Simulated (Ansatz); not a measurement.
The reference is GaN in the zinc blende structure (space group F-43m, No. 216; a = 4.498 Å).

It is then changed as follows: a hydrostatic pressure of 1.5 GPa.

Levels (all Ansatz, a program for electronic structure, PAW, earlier PAW set): r2SCAN (500 eV, spin-orbit coupling left out); HSE06+SOC (420 eV, noncollinear with spin-orbit coupling).

The geometry is relaxed with r2SCAN.

| Quantity | Value |
|---|---|
| r2SCAN lowest conduction level above the VBM at special points | Γ 2.22 eV; X 3.78 eV; L 5.28 eV |
| r2SCAN valence-band top at Γ | 0.00, 0.00, 0.00 eV |

Q: What does HSE06+SOC give at this geometry for the lowest conduction level above the VBM at special points and valence-band top at Γ?

A: The lowest conduction level above the VBM at special points becomes Γ 3.05 eV; X 4.45 eV; L 6.17 eV (r2SCAN: Γ 2.22 eV; X 3.78 eV; L 5.28 eV); the valence-band top at Γ (three highest Kramers pairs, from the VBM) changes from 0.00, 0.00, 0.00 eV to 0.00, 0.00, -0.02 eV. The threefold valence maximum splits by Δso ≈ 20 meV.

Single points use the geometry relaxed with r2SCAN. Their cutoffs differ, which shifts pressures a little. Differences between runs with and without spin-orbit coupling are approximate. The levels and masses belong to the bands next to the band gap. Load acts through the strain it causes; cell and atoms are relaxed under it. Stability against distortions was not tested. This is not the structure that GaN has at room temperature and ambient pressure.
